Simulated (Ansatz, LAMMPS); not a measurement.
**Ge lens of 9 atoms, radius 0.50 nm, coherent in Si, 6x6x6 cubic cells at the host's lattice parameter**

Cell 32.82 × 32.82 × 32.82 Å, Si1719Ge9, 1728 atoms. Prepared with Tersoff's 1989 multicomponent potential (SiCGe.tersoff) (LAMMPS): minimisation. 

Calculation: PBE, support functions at accuracy medium on the grid of 370 eV (norm-conserving potentials; Ansatz, a quantum-chemistry and plane-wave program).

Basis: localised support functions (accuracy medium) on a full density matrix. k-points: zone centre alone; occupations: Fermi-Dirac, 0.010 eV; spin polarisation not allowed. Scalar-relativistic, no spin-orbit coupling.

| Item | Value |
|---|---|
| energy over the perfect crystal(s), per atom | 0 meV/atom |
| Kohn-Sham gap of the cell on its k-mesh | 0.61 eV |
| weight of the highest filled level on the dot | 0.01 |
| weight of the lowest empty level on the dot | 0.01 |
| coordination (neighbours within 2.842 Å) | 100.0 % 4-fold |
| Ge-Ge bonds, mean ± spread | 2.444 ± 0.007 Å |
| Ge-Si bonds, mean ± spread | 2.406 ± 0.003 Å |
| Si-Si bonds, mean ± spread | 2.368 ± 0.001 Å |
| bond angles, mean ± spread | 109.5° ± 0.2° |
| pressure | -0.11 GPa |
| cost of the final run | roughly 2.3 core-hours, 15 SCF iterations, 35 GiB |
